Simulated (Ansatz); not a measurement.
## TaS₂ (model structure, started from the anatase type, I4₁/amd, No. 141, 6 atoms in the cell)

Level of theory: PBEsol (Ansatz, a program for electronic structure, PAW).

Numerical settings: plane-wave cutoff 500 eV, 12×12×12 k mesh, Fermi–Dirac smearing 0.05 eV, scalar-relativistic PAW data made under PBE.

Cell (relaxed at this level):

```
CELL_PARAMETERS angstrom
     -2.40274     2.40274     4.79627
      2.40274    -2.40274     4.79627
      2.40274     2.40274    -4.79627
ATOMIC_POSITIONS crystal
  Ta 0.50000 0.50000 0.00000
  Ta 0.25000 0.75000 0.50000
  S  0.24031 0.24031 0.00000
  S  0.99031 0.49031 0.50000
  S  0.50969 0.00969 0.50000
  S  0.75969 0.75969 0.00000
```

For TaS₂ (model structure, started from the anatase type, I4₁/amd, No. 141, 6 atoms in the cell), the band gap comes out as none.

Note: the relaxation could raise the start's symmetry but not lower it, so the cell can be a saddle point.

Spin–orbit coupling is not included.

Static lattice: no zero-point or thermal effects.

A model structure was made by putting elements into a prototype or built by hand; it is no filed structure, need not be a known phase, and can be a saddle point held by its symmetry.
